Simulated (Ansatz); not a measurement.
# Response to strain in Ca

Start from Ca in the fcc (Cu type) structure (space group Fm-3m, No. 225; relaxed with 0.1 eV smearing).

```
Ca
1.0
    0.00000     2.72790     2.72790
    2.72790     0.00000     2.72790
    2.72790     2.72790     0.00000
Ca
1
Direct
  0.00000   0.00000   0.00000
```

Cartesian axes are those of the cell as printed.

Strains are applied to the cell and any free atomic positions relax; under biaxial strain the out-of-plane vector relaxes too.

Computed with PBEsol/PAW in Ansatz (an electronic-structure program), without spin-orbit coupling.

Candidates:
(a) biaxial strain +2.50 %, plane normal [001], relaxed out of plane
(b) biaxial strain +3.00 %, plane normal [001], relaxed out of plane
(c) biaxial strain −2.50 %, plane normal [001], relaxed out of plane

Problem. Order them by out-of-plane strain, highest first.

Solution. (c) biaxial strain −2.50 %, plane normal [001], relaxed out of plane (+3.11 %), (a) biaxial strain +2.50 %, plane normal [001], relaxed out of plane (-3.73 %), (b) biaxial strain +3.00 %, plane normal [001], relaxed out of plane (-4.52 %)

Stability against distortions was not tested.
